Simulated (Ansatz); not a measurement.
# Input and output of a self-consistent single point for Ba2H3I (P3m1, 6 atoms in the cell) (Ansatz)

Method: LDA (PW92), default PAW files made with PBE (plane waves; Ansatz, a first-principles code).

The input file:

Ansatz 0.2 input:
```yaml
# Ba2H3I
crystal:
  lattice:
    - [4.51371800, 0.00000000, 0.00000000]
    - [-2.25685900, 3.90899500, 0.00000000]
    - [0.00000000, 0.00000000, 8.07895200]
  atoms:
    - { symbol: Ba, position: [0.66666700, 0.33333300, 0.69090900] }
    - { symbol: Ba, position: [0.33333300, 0.66666700, 0.31528000] }
    - { symbol: H, position: [0.66666700, 0.33333300, 0.35610000] }
    - { symbol: H, position: [0.33333300, 0.66666700, 0.64390000] }
    - { symbol: H, position: [0.00000000, 0.00000000, 0.50000000] }
    - { symbol: I, position: [0.00000000, 0.00000000, 0.00000000] }
basis:
  ecutwfc: 30.9 Ry
kpoints:
  mp_grid: { grid: [6, 6, 3] }
hamiltonian:
  xc: lda
  pseudopotentials: { kind: paw }
scf:
  occupations: { method: fixed }
output:
  forces: true
  eigenvalues: true
  stress: true
```

The program printed (abridged):

```
WARN the atoms were moved onto the symmetric positions of the space group found under crystal.symmetry.tolerance 1.0e-5 (fractional …
WARN ansatz: RAYON_NUM_THREADS=1 ignored (pool sized by the plan → 1); use --threads N
Pseudopotentials: kind: paw
Pseudopotential: Ba, paw, valence charge 10
Pseudopotential: H, paw, valence charge 1
Pseudopotential: I, paw, valence charge 17
Crystal: 6 atoms, lattice volume = 142.546 Å³
Basis set: ecut = 420.4159175005146 eV, 2781 PW (Γ)
Bands: 26, of which v1, the nominal top of the filled ones, is band 20 counted from 1 (19 counted from 0)
Symmetry: 6 space group operations
Space group: P3m1 (ITA 156), of the structure as read, at distance tolerance 5.2e-5 Å
k-points: 17 of 108 (time reversal used)
PAW frozen core: Ba, regenerated for the run's functional, and the local potential with it
PAW frozen core: I, regenerated for the run's functional, and the local potential with it
Initial density: superposition of atomic densities (neutral atoms: chi_scale 0, normalization atom), corrected by the library's trained network
Initial wavefunctions: pseudopotential atomic-orbital guess
Eigensolver: davidson
Functional: x = slater, c = lda
SCF iter   1: F=—  HF=-18967.462463 eV  |F-HF|=—  |Δ(HF+E_count)|=         —  Δρ=8.40e-3  dr2=8.89e-2  ethr=1.77e-3  ⟨swp⟩=5.7  Hψ=1993  notcnv=0  defer=63
all-band conjugate gradients solve this SCF's bands
preconditioner: auto → Resta (q_TF=auto, 2.208 Å⁻¹)
SCF iter   2: F=—  HF=-18967.437151 eV  |F-HF|=—  |Δ(HF+E_count)|=   2.53e-2  Δρ=3.35e-3  dr2=1.41e-2  ethr=2.22e-4  ⟨swp⟩=2.2  Hψ=671  notcnv=0  defer=68
SCF iter   3: F=—  HF=-18967.433332 eV  |F-HF|=—  |Δ(HF+E_count)|=   3.82e-3  Δρ=4.62e-4  dr2=2.10e-4  ethr=3.52e-5  ⟨swp⟩=2.9  Hψ=623  notcnv=0  defer=68
SCF iter   4: F=—  HF=-18967.433369 eV  |F-HF|=—  |Δ(HF+E_count)|=   3.68e-5  Δρ=8.98e-5  dr2=2.00e-5  ethr=5.24e-7  ⟨swp⟩=2.0  Hψ=759  notcnv=0  defer=68
SCF iter   5: F=—  HF=-18967.433361 eV  |F-HF|=—  |Δ(HF+E_count)|=   7.94e-6  Δρ=2.06e-5  dr2=7.97e-7  ethr=5.01e-8  ⟨swp⟩=2.1  Hψ=727  notcnv=0  defer=67
SCF iter   6: F=-18967.433361 eV  HF=-18967.433361 eV  |F-HF|=6.91e-11  |Δ(HF+E_count)|=   1.05e-7  Δρ=4.30e-6  dr2=2.53e-8  ethr=2.50e-10  ⟨swp⟩=15.4  Hψ=3572  notcnv=0
SCF 1 converged in 6 iterations: F = -18967.433361 eV  dr2 = 2.53e-8
SCF converged after 6 iterations
Free energy (F): -18967.433361 eV
Harris-Foulkes:  -18967.433361 eV  (|F-HF|=6.91e-11)
Internal energy: -18967.433361 eV  (E = F + TS)
E sigma→0 (E₀):  -18967.433361 eV
Fermi energy:    6.543034 eV
--- Per-component energies (eV) ---
  E_band       = -509.903017
  E_kinetic    = 564.295188
  E_local      = -2869.195888  (includes V_loc(G=0)·N_el)
  E_nonlocal   = 38.273766
  E_hartree    = 1345.520159
  E_xc         = -487.415126
  E_vxc        = -434.751764  (∫ρ·V_xc dr)
  E_paw        = -14777.035642  (= ΣΔE_a)
  E_vpaw       = -499.562541  (= ΣTr[D̂ρ^β])
  E_aug_tail   = -0.002985  (compensation charges beyond the density's cutoff)
  E_ewald      = -2783.219079
  E_core_change = 1.346246  (= ΣΔE_core)
  E_smearing   = -0.000000  (= −TS)
  E_closure    = -0.000000  (closes the sum)
  Σ components = -18967.433361   (vs F -18967.433361, Δ=0.00e0)
--- Forces (eV/Å), atoms counted from 1 ---
  atom   1  Ba     0.00000000     0.00000000    -0.25342271
  atom   2  Ba    -0.00000000    -0.00000000     0.12049000
  atom   3  H      0.00000000    -0.00000000     0.08698703
  atom   4  H      0.00000000     0.00000000    -0.01289518
  atom   5  H      0.00000000    -0.00000000     0.02446460
  atom   6  I      0.00000000     0.00000000     0.03435238
  max |Σ_I F_I| component: 2.39e-5 eV/Å
--- Stress (GPa, compression-positive) ---
       -2.736561       0.000000      -0.000000
        0.000000      -2.736561      -0.000000
       -0.000000      -0.000000      -3.002190
  P = ⅓ Tr σ = -2.8251 GPa (-28.251 kbar)
  The stress holds the Pulay correction. Without it, at fixed plane waves, as pw.x and ABINIT print it: P = -2.8665 GPa
--- Band table (eV; the first three rows and the last of 17) ---
  k-point 0: bands = ["-38.8255", "-38.8228", "-38.8228", "-38.8044", "-38.8044", "-20.8506", "-20.7556", "-7.2028", "-5.8789", "-5.8453", "-5.8453", "-5.8311", "-5.7187", "-5.7187", "2.6784", "2.9160", "4.0764", "4.0764", "4.3441", "6.5125", [...]
  k-point 1: bands = ["-38.8255", "-38.8228", "-38.8228", "-38.8044", "-38.8044", "-20.8496", "-20.7567", "-7.1220", "-6.2942", "-5.8461", "-5.8461", "-5.7179", "-5.7179", "-5.4777", "2.1206", "3.6261", "4.0632", "4.0632", "4.2936", "6.5430", [...]
  k-point 2: bands = ["-38.8255", "-38.8229", "-38.8229", "-38.8044", "-38.8044", "-20.8393", "-20.7527", "-7.1147", "-6.1311", "-6.0070", "-5.8802", "-5.7708", "-5.7286", "-5.6069", "2.8646", "2.9852", "3.8750", "3.9790", "4.2894", "5.8930", [...]
  k-point 16: bands = ["-38.8254", "-38.8229", "-38.8229", "-38.8043", "-38.8043", "-20.7946", "-20.7475", "-6.8312", "-6.3113", "-6.2990", "-6.1450", "-5.8463", "-5.8398", "-5.6478", "2.9359", "2.9486", "3.1963", "4.5876", "4.6534", "4.6999", [...]
```

The run converged in 6 iterations.

The starting cell comes from a database of computed structures (which also holds hypothetical and non-ambient phases and stackings), without a prior relaxation at this level. Its lattice was rescaled by up to half a per cent. One atom was moved a little off its site on purpose. Spin-orbit coupling is off. Ansatz's pressure includes its estimate of the finite-basis (Pulay) stress.
